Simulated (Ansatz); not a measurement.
# A computed series for SnO: response to strain

The parent structure is SnO (space group P4/nmm, No. 129; a = 3.769 Å, c = 4.557 Å; layered, stacked along the Cartesian z axis; relaxed with 0.1 eV smearing). Axes: x, y, z lie along a, b, c of the conventional cell.

Strains are applied to the cell and any free atomic positions relax.

Calculations: PBEsol-D3(BJ) (Ansatz, a first-principles code), scalar-relativistic without spin-orbit coupling.

Notes on the quantities. energy relative to the base: free energy F.

```csv
uniaxial strain ε_xx (%),energy relative to the base (meV/atom)
-3,4.9
-2.4,3.1
-1.8,1.7
-1.2,?
-0.6,0.2
0,0.0
```

### Question
Fit ΔE = Aε² + Bε³ (ε in %) to the rows shown and predict the withheld row.

### Answer
Least squares on the printed values gives A = 0.504 and B = -0.014 meV/atom (largest residual 0.0 meV/atom); this predicts 0.7 meV/atom, and the run gives 0.8 meV/atom, in agreement.

Stability against distortions was not tested. The final runs are not spin-polarised.
